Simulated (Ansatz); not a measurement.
**Pressure series in PbS**

Take PbS in the rock salt structure (space group Fm-3m, No. 225; a = 5.9747 Å) as the base.

Cell and atoms are relaxed at each pressure.

Computed with plane-wave PAW DFT at the r2SCAN level (Ansatz, a quantum-chemistry and plane-wave program, 500 eV), no spin-orbit coupling.

Two rows of this table had their results exchanged by mistake.

```
pressure           volume per atom (Å³)  shortest distance (Å)  band gap
-----------------  --------------------  ---------------------  --------
pressure −2 GPa                   27.68                  3.025   0.82 eV
pressure −1 GPa                   27.15                  3.005   0.76 eV
pressure 0.9 GPa                  23.63                  2.870   0.16 eV
pressure 2.1 GPa                  25.77                  2.954   0.56 eV
pressure 4.5 GPa                  24.92                  2.921   0.42 eV
pressure 9 GPa                    26.27                  2.973   0.64 eV
pressure 22.5 GPa                 21.02                  2.760      zero
```

### Question
Which two?

### Answer
The rows for pressure 0.9 GPa and pressure 9 GPa: the volume has to fall steadily with pressure, so 26.27 Å³ belongs to pressure 0.9 GPa and 23.63 Å³ to pressure 9 GPa.

With Pb present, leaving out spin-orbit coupling can change the band edges. Load acts through the strain it causes; cell and atoms are relaxed under it. Stability against distortions was not tested. Competing high-pressure phases were not computed. The final runs are not spin-polarised. Gaps under 0.05 eV, about the width of the smearing, are given as zero. A zero or small gap of PbS under pressure 9 GPa and PbS under pressure 22.5 GPa can be the functional's error rather than a property of the material.
